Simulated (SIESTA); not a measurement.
Worked example: self-consistent single point of NbC (Fm-3m, 2 atoms in the cell) in SIESTA.

Method of the run: GGA PBEsol, numerical atomic orbitals DZP, PseudoDojo PBEsol standard norm-conserving potentials (rewritten from UPF to PSML) (SIESTA).

```xyz
2
Lattice="0.0000 2.2350 2.2350 2.2350 0.0000 2.2350 2.2350 2.2350 0.0000" Properties=species:S:1:pos:R:3 pbc="T T T"
Nb     0.0000     0.0000     0.0000
C      2.2350     2.2350     2.2350
```

Reference input (self-consistent single point, DFT, GGA PBE, numerical atomic orbitals DZP, PseudoDojo PBE standard norm-conserving potentials (rewritten from UPF to PSML)): XC.functional = GGA; XC.authors = PBE; potentials = PseudoDojo PBE standard; PAO.BasisSize = DZP; PAO.EnergyShift = 0.005 Ry; MeshCutoff = 300 Ry; kgrid.MonkhorstPack = 17 17 17; OccupationFunction = FD; ElectronicTemperature = 580.23 K; MaxSCFIterations = 150; SCF.Mixer.Method = Pulay; SCF.Mixer.Weight = 0.1. This run's input differs from it in these lines:

```diff
@@ -1,2 +1,2 @@
-# files in the folder: Nb.psml C.psml (PseudoDojo PBE standard)
+# files in the folder: Nb.psml C.psml (PseudoDojo PBEsol standard)
 SystemName  NbC
@@ -23,3 +23,3 @@
 XC.functional                GGA
-XC.authors                   PBE
+XC.authors                   PBEsol
 PAO.BasisSize                DZP
```

Output, abridged:

```
        iscf     Eharris(eV)        E_KS(eV)     FreeEng(eV)     dDmax    Ef(eV) dHmax(eV)
   scf:    1    -1818.740159    -1848.808458    -1848.812910  0.389170 -3.994396 10.303394
   scf:    2    -1857.646850    -1853.543736    -1853.548639  0.196888 -4.128658  7.459000
   scf:    3    -1858.178593    -1857.767168    -1857.772322  0.316634 -4.473496  1.239853
   scf:    4    -1857.066330    -1857.601956    -1857.607895  0.134107 -4.434969  2.076112
   scf:    5    -1857.971955    -1857.827991    -1857.832991  0.063351 -4.639387  0.609553
   [... 2 lines left out ...]
   scf:    8    -1857.852251    -1857.852366    -1857.857516  0.001862 -4.730860  0.021099
   scf:    9    -1857.852408    -1857.852402    -1857.857541  0.001051 -4.727700  0.004669
   scf:   10    -1857.852400    -1857.852402    -1857.857543  0.000184 -4.728198  0.000070
   scf:   11    -1857.852402    -1857.852402    -1857.857543  0.000004 -4.728209  0.000023
SCF Convergence by DM+H criterion
max |DM_out - DM_in|         :     0.0000042251
max |H_out - H_in|      (eV) :     0.0000229928
SCF cycle converged after 11 iterations

Using DM_out to compute the final energy and forces

siesta: E_KS(eV) =            -1857.8524

siesta: E_KS - E_eggbox =     -1857.8524

siesta: Atomic forces (eV/Ang):
     1   -0.000000   -0.000000   -0.000000
     2   -0.000000    0.000000    0.000000
   Tot   -0.000000   -0.000000   -0.000000
   Max    0.000000
   Res    0.000000    sqrt( Sum f_i^2 / 3N )
   Max    0.000000    constrained

Stress tensor Voigt[x,y,z,yz,xz,xy] (kbar):        8.39        8.39        8.39       -0.04       -0.04       -0.04
(Free)E + p*V (eV/cell)    -1857.9745
Target enthalpy (eV/cell)    -1857.8575

siesta: Program's energy decomposition (eV):
siesta: FreeEng =     -1857.857543

   [... lines left out ...]
siesta: Cell volume =         22.328656 Ang**3
siesta:          -8.39273880         -8.39273880  kBar
   [... lines left out ...]
               2s      2s      2py     2pz     2px     2py     2pz     2px
               3Pdxy   3Pdyz   3Pdz2   3Pdxz   3Pdx2-y2
   2  4.796   1.808  -0.152   0.801   0.801   0.801   0.195   0.195   0.195
              0.037   0.037   0.020   0.037   0.020

mulliken: Qtot =       17.000

Mulliken Atomic Populations:
Atom #   charge [q] valence [e]  Species
     1     0.796152   12.203848  Nb
     2    -0.796152    4.796152  C
 Total     0.000000
```

The run converged in 11 iterations. Against the reference run the pressure goes from 5.99 to -0.84 GPa.

The starting cell has typed, rounded lattice constants, without a prior relaxation at this level. Spin polarisation is off. Values carry the incompleteness of an atom-centred basis.

Cost on one core of a shared machine: roughly 90 s.
